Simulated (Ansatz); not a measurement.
Take Tl in the hcp (Mg type) structure (space group P6_3/mmc, No. 194; a = 3.4521 Å, c = 5.5299 Å) as the base.

The values are results of PBEsol/PAW in Ansatz (a first-principles code), scalar-relativistic without spin-orbit coupling, not measurements.

One change was made to it. Results:

The density shrinks by 1.32 g/cm³ to 10.57 g/cm³; the shortest interatomic distance drops by 0.0755 Å, from 3.408 Å to 3.333 Å; the band gap stays zero.

Task: Which change produced these results?
(A) Tl → Au
(B) Tl → Sb
(C) Tl → Lu

Result: C, Tl → Lu. For comparison, the density in the other runs: Tl → Sb gives 7.75 g/cm³; Tl → Au gives 19.20 g/cm³.

Whether these cells are dynamically stable was not tested. This is not the structure that Sb has at room temperature and ambient pressure. This is not the structure that Au has at room temperature and ambient pressure.
